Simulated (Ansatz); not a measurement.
Input and output of a zone-centre phonon calculation for MgTiF6 (R-3, 8 atoms in the cell) (Ansatz, a quantum-chemistry and plane-wave program).

Method of the run: LDA (PW92), default PAW files made with PBE (plane waves; Ansatz).

```yaml
crystal:
  lattice:
    - [2.61611, 1.51041, 4.45784]
    - [-2.61611, 1.51041, 4.45784]
    - [0.00000, -3.02082, 4.45784]
  atoms:
    - { symbol: Mg, position: [0.50000, 0.50000, 0.50000] }
    - { symbol: Ti, position: [0.00000, 0.00000, 0.00000] }
    - { symbol: F, position: [0.67162, 0.84246, 0.24225] }
    - { symbol: F, position: [0.32838, 0.15754, 0.75775] }
    - { symbol: F, position: [0.24225, 0.67162, 0.84246] }
    - { symbol: F, position: [0.75775, 0.32838, 0.15754] }
    - { symbol: F, position: [0.84246, 0.24225, 0.67162] }
    - { symbol: F, position: [0.15754, 0.75775, 0.32838] }
```

Reference input (self-consistent single point, DFT, LDA (PW92), plane waves, default PAW files made with PBE): basis.ecutwfc = 420 eV; kpoints.mp_grid.grid = 6 6 6; hamiltonian.xc = lda; hamiltonian.pseudopotentials = {kind: paw} (the program's default PAW files); scf.occupations.method = fixed. This run's input differs from it in these lines:

```diff
@@ -23,6 +23,7 @@
   occupations: { method: fixed }
-output:
-  forces: true
-  eigenvalues: true
-  stress: true
+  convergence: { dr2_threshold: 1.0e-03 eV }
+phonons:
+  method: dfpt
+  dielectric: true
+  rigid_motions: translations
```

Output, abridged:

```
SCF iter   1: F=—  HF=-9125.746631 eV  |F-HF|=—  |Δ(HF+E_count)|=         —  Δρ=2.16e-2  dr2=3.77e-1  ethr=1.77e-3  ⟨swp⟩=4.1  Hψ=15355  notcnv=0  defer=560
all-band conjugate gradients solve this SCF's bands
preconditioner: auto → Resta (q_TF=auto, 2.509 Å⁻¹)
SCF iter   2: F=—  HF=-9125.661998 eV  |F-HF|=—  |Δ(HF+E_count)|=   8.46e-2  Δρ=8.87e-3  dr2=6.37e-2  ethr=5.90e-4  ⟨swp⟩=2.0  Hψ=7919  notcnv=0  defer=560
SCF iter   3: F=—  HF=-9125.648191 eV  |F-HF|=—  |Δ(HF+E_count)|=   1.38e-2  Δρ=2.65e-3  dr2=5.60e-3  ethr=9.95e-5  ⟨swp⟩=2.7  Hψ=7575  notcnv=0  defer=572
SCF iter   4: F=—  HF=-9125.646583 eV  |F-HF|=—  |Δ(HF+E_count)|=   1.61e-3  Δρ=8.52e-4  dr2=5.10e-4  ethr=8.75e-6  ⟨swp⟩=2.2  Hψ=7074  notcnv=0  defer=668
SCF iter   5: F=—  HF=-9125.646488 eV  |F-HF|=—  |Δ(HF+E_count)|=   9.44e-5  Δρ=1.08e-4  dr2=9.12e-6  ethr=7.97e-7  ⟨swp⟩=3.0  Hψ=7596  notcnv=0  defer=668
SCF iter   6: F=-9125.646492 eV  HF=-9125.646492 eV  |F-HF|=8.68e-7  |Δ(HF+E_count)|=   3.14e-6  Δρ=3.25e-5  dr2=8.87e-7  ethr=1.43e-8  ⟨swp⟩=16.2  Hψ=41419  notcnv=0
SCF 1 converged in 6 iterations: F = -9125.646492 eV  dr2 = 8.87e-7
DFPT response loops at Γ: preconditioner auto → none (the input reference at scf.mixing.eps_inf says where Resta's filter doesn't serve); β = 0.50 …
phonon interpolation: 6 periodic images of 6 blocks of the force constants (a block to an ordered pair of atoms and a translation) lie up to 5.76e-3 Å farther …
Free energy (F): -9125.646492 eV
Internal energy: -9125.646492 eV  (E = F + TS)
E sigma→0 (E₀):  -9125.646492 eV
Fermi energy:    -0.032248 eV
--- Phonons (Γ-DFPT): 7 representative perturbations + reference, on 112 of 216 k-points (Σ response iterations 23) ---
   [... lines left out ...]
  k-mesh period / interband length: 32.3 Å / 0.93 Å = 34.59 at k = (0.0000, 0.0000, 0.0000), direct gap 4.748 eV — 14 or more, which is no proof of convergence
   [... lines left out ...]
        105.62      2             0.0000
        154.60      1             0.0000
        171.83      1             0.1660
   [... 15 lines left out ...]
  optical modes at Γ + LO–TO along q̂ = [0.0000, 0.0000, 1.0000]:
      ω (cm⁻¹)  modes    IR ((D/Å)²/amu)
        105.62      2             0.0000
        154.60      1             0.0000
        171.83      2             0.3321
   [... 11 lines left out ...]
```

The run converged in 6 iterations. 

Summary of the result:
```
Item                                                                                                                                                                                                 Value
----------------------------------------------------------------------------------------  ----------------------------------------------------------------------------------------------------------------
Free energy E − TS (on the zero of these files)                                                                                                                                              -9125.6465 eV
Top of the valence band (on the code's own zero)                                                                                                                                                  -0.03 eV
Gap on the k-point mesh                                                                                                                                                                            4.74 eV
Zone-centre frequencies (cm⁻¹; negative means imaginary)                                  0, 0, 0, 106, 106, 155, 172, 172, 185, 245, 245, 246, 280, 291, 291, 388, 388, 388, 452, 452, 526, 526, 528, 624
ε∞ at this k-point mesh, which may be far from converged in small-gap cells (xx, yy, zz)                                                                                                  2.37, 2.37, 2.39
Born charges at this mesh (mean of the diagonal, e)                                                                                 Mg 2.57, Ti 4.38, F -1.16, F -1.16, F -1.16, F -1.16, F -1.16, F -1.16
```

The starting cell comes from a database of computed structures (which also holds hypothetical and non-ambient phases and stackings), without a prior relaxation at this level. Its lattice was rescaled by up to half a per cent. The frequencies listed for the zone centre hold no LO-TO term.

Cost on one core of a shared machine: roughly 7 min.

Keys are those of Ansatz 0.2.
